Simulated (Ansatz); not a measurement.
How the bulk modulus of TaRu (P4/mmm, No. 123; start mp-1217908) moves with the method

No measured value is used here.

```json
[
 {"level (code)": "LDA (Ansatz)", "value (GPa)": "289", "cell (Å³/atom)": "15.17"},
 {"level (code)": "PBEsol (Ansatz)", "value (GPa)": "275", "cell (Å³/atom)": "15.48"},
 {"level (code)": "r²SCAN (Ansatz)", "value (GPa)": "271", "cell (Å³/atom)": "15.73"}
]
```

Density-functional levels without +SOC have no spin–orbit coupling. LDA, PBEsol, r²SCAN: the run has no spin polarisation, so it can have missed a magnetic state. LDA, PBEsol, r²SCAN: the bulk modulus is −V dP/dV from two relaxed cells at ±2 % in volume. LDA, PBEsol, r²SCAN: the relaxation could not lower the start's symmetry, so the cell can be a saddle point above a distorted one. Each level is taken at its own relaxed cell. Cutoffs differ between the levels. Ansatz's density-functional and Hartree–Fock values are scalar-relativistic unless marked +SOC, with PAW data made under PBE.

A start named mp-… is a Materials Project structure, which can be a computed phase never made.

Ansatz is an electronic-structure program.
